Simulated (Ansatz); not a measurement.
The starting structures come from a database of crystals and need not be the phases stable at ambient conditions.

 Where the default PAW files enter, the runs use the earlier of Ansatz's two default sets.

By PBEsol, the system below comes out a metal.

```
CELL_PARAMETERS angstrom
      4.62698     0.00000     0.00000
     -2.31349     4.00709     0.00000
      0.00000     0.00000     6.43873
ATOMIC_POSITIONS crystal
  V  0.50000 0.50000 0.33333
  V  0.00000 0.50000 0.00000
  V  0.50000 0.00000 0.66667
  Si 0.32559 0.16279 0.00000
  Si 0.16279 0.32559 0.66667
  Si 0.83720 0.16279 0.33333
  Si 0.67441 0.83720 0.00000
  Si 0.83720 0.67441 0.66667
  Si 0.16279 0.83720 0.33333
```

Space group of this cell: P6_422. The cell is strained (all lengths scaled by 1.02); by PBEsol its mean pressure is -10.4 GPa.

The current flows along the normal of the first two printed cell vectors, the (001) plane of the conventional cell. No spin-orbit coupling; the value is a mean over 0.1 eV about the Fermi level.

Problem. Predict the ballistic conductance per area from PBEsol run with Ansatz (a program for electronic structure).

Solution. 0.42 × 10¹⁵ S/m² for both spins.
